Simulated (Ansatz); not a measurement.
**How a calculation on LiHF2 (R-3m, 4 atoms in the cell) responds to its settings**

```xyz
4
Lattice="1.4670 0.8470 4.3667 -1.4670 0.8470 4.3667 0.0000 -1.6939 4.3667" Properties=species:S:1:pos:R:3 pbc="T T T"
Li     0.0000     0.0000     0.0000
H      0.0000     0.0000     6.5500
F      0.0000     0.0000     5.4144
F      0.0000     0.0000     7.6857
```

Base run A: LDA (PW92), default PAW files made with PBE (Ansatz, a first-principles code), self-consistent single point.

Its settings: basis.ecutwfc = 420 eV; kpoints.mp_grid.grid = 9 9 9; hamiltonian.xc = lda; hamiltonian.pseudopotentials = {kind: paw} (the program's default PAW files); scf.occupations.method = gaussian; scf.occupations.width = 0.01 eV.

The starting cell comes from a database of computed structures (which also holds hypothetical and non-ambient phases and stackings), without a prior relaxation at this level. Ansatz's pressure includes its estimate of the finite-basis (Pulay) stress.

Absolute energies have different zeros for different potentials, functionals, Hubbard and dispersion terms and are not compared across them.

Runs:
- B: hamiltonian.xc: lda → pbesol [PBEsol]
- C: hamiltonian.xc: lda → blyp [BLYP]
- D: basis.ecutwfc: 420 eV → 500 eV; hamiltonian.xc: lda → r2scan [r2SCAN]

| run | pressure (GPa) | largest force (eV/Å) | gap on the mesh (eV) |
|---|---|---|---|
| A | -2.00 | 0.191 | 8.086 |
| B | 2.15 | 0.075 | 8.303 |
| C | 5.61 | 0.145 | 8.516 |
| D | ? | 0.081 | ? |

Task: Fill in the missing entries.

Result: 
- D, pressure (GPa): 0.66
- D, gap on the mesh (eV): 9.233

Left out of this page: 2 runs of the series held back from this collection.

Keys are those of Ansatz 0.2.
